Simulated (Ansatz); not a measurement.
Here is the system:

```xyz
4
Lattice="4.1326 0.0000 0.0000 -2.0663 3.5789 0.0000 0.0000 0.0000 6.9313" Properties=species:S:1:pos:R:3 pbc="T T T"
In     0.0000     2.3859     0.0135
In     2.0663     1.1930     3.4791
P      0.0000     2.3859     2.5858
P      2.0663     1.1930     6.0515
```

Computed with r2SCAN with spin-orbit coupling, rigid bands (plane waves, PAW; Ansatz, an electronic-structure program). Condition of this run: uniaxial stress along c of -2 GPa (compression positive) (the target of the relaxation). Geometry: cell and atoms relaxed with PBEsol, then loaded as said.

Question: Predict the hole conductivity mass (n e² τ/σ) at 300 K, by direction if it differs.

Answer: 0.62 (x), 0.62 (y), 1.13 (z) mₑ.

Question: What conductivity effective mass do dilute electrons have at 300 K?

Answer: 0.099 (x), 0.099 (y), 0.077 (z) mₑ.

Question: And the band gap?

Answer: 1.01 eV at this level; semilocal functionals usually fall short of the measured gap.

Rigid bands, one relaxation time for all states, no polarons. Geometry: cell and atoms relaxed with PBEsol.
